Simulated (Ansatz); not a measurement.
monolayer SnS$_{2}$: band-edge transport data

```
SnS2
1.0
    3.77541     0.00000     0.00000
   -1.88771     3.26960     0.00000
    0.00000     0.00000    18.93629
Sn S
1 2
Direct
  0.00000   0.00000   0.50000
  0.33333   0.66667   0.57671
  0.66667   0.33333   0.42329
```

These are PBE with spin-orbit coupling, rigid bands (plane waves, PAW; Ansatz, a quantum-chemistry and plane-wave program) values and carry that method's errors. Condition of this run: biaxial strain +2 % with spin-orbit coupling. Cell: cell and atoms relaxed with PBE, then loaded as said.

```
Quantity                                             Result
----------------------------------------------  -----------
band gap                                            1.61 eV
electron conductivity mass (300 K, dilute)          0.42 mₑ
hole conductivity mass (300 K, dilute)              0.75 mₑ
effective density of states N_c (300 K)         1.5e13 cm⁻²
effective density of states N_v (300 K)         7.7e13 cm⁻²
Seebeck coefficient, n-type 1.9e12 cm⁻², 300 K    -352 μV/K
Seebeck coefficient, p-type 1.9e12 cm⁻², 300 K     481 μV/K
```

Rigid bands; masses and Seebeck coefficients take one relaxation time τ for all states and one kind of carrier; polarons and phonon drag are left out.
